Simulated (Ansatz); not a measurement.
L1₂ (Cu3Au-type) Al3Sc was calculated with r²SCAN in Ansatz (plane waves, PAW).

Numerical settings: plane-wave cutoff 600 eV, 10×10×10 k mesh, Fermi–Dirac smearing 0.1 eV, finite displacements, scalar-relativistic PAW data made under PBE.

Computed at the level's own relaxed cell.

Harmonic phonon frequencies (cm⁻¹; i marks an imaginary mode):

| q point | frequencies |
|---|---|
| Γ | 0 0 0 245 245 245 268 268 268 345 345 345 |
| X | 183 183 193 193 240 243 277 287 291 291 323 323 |
| M | 175 192 192 230 235 255 259 259 259 311 321 321 |

No imaginary mode appears at these points.

Ansatz is an electronic-structure program.
